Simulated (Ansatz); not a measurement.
Defect migration in zinc-blende BP: P vacancy, charge state +1. The step: one B neighbour of the other sublattice jumps into the vacancy and becomes an antisite; the atom moves 2.56 Å along (0.32, 0.32, -0.32) of the unit cell; from a vacant P site with 4 nearest neighbours to a vacant B site with 4 nearest neighbours, B on the P site 1.97 Å away; the moving atom starts with neighbours 3 P at 1.92 Å and ends with 3 B at 1.75 Å. DFT values are from Ansatz (plane-wave PAW, 420 eV unless said) in a cell of 64 host sites, spin-restricted, static, with no finite-size correction. The charge state is imposed; whether it is stable for some Fermi level was not computed. Forms of the defect that were not tried may lie lower. For the PBE band: the saddle point's order was not checked, and it lies on a symmetry element of the cell, where a band can be held.

```csv
Level,Forward barrier (eV),Cost of the band or of the saddle's single point
"CHGNet universal potential (has no charge state), its own band",0.82,-
"PBE, a 2×2×2 k-point mesh shifted by half a step, band relaxed",2.53,roughly 12 core-minutes
"PBE, a 3×3×3 k-point mesh shifted by half a step, same geometries",2.47,very roughly 100 core-seconds
"r2SCAN at 500 eV, a 2×2×2 k-point mesh shifted by half a step, same geometries",2.91,roughly 70 core-seconds
```

Ansatz is a program for electronic structure.
